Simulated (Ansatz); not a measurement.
Consider the following.

```
CELL_PARAMETERS angstrom
      2.87110     0.00000     0.00000
      1.43555     2.48645     0.00000
      1.43555    -0.82882     2.27323
ATOMIC_POSITIONS crystal
  Al 0.00000 0.00000 0.00000
```

No spin polarisation.

The values are results of r2SCAN (Ansatz, a first-principles code; PAW; 500 eV plane waves; no spin-orbit coupling), not measurements. Settings: 28×28×28 k-points, 0.1 eV Fermi–Dirac smearing.

Task: What is the computed band gap?

Result: Zero.

Task: Estimate the mean in-plane stress (compression positive).

Result: -2.3 GPa.

The cells carry an imposed strain or load. No phonon test of stability was made. The cell was made from Al in the fcc (Cu type) structure (space group Fm-3m, No. 225) by this change: biaxial strain +1.67 %, plane normal [111], relaxed out of plane.
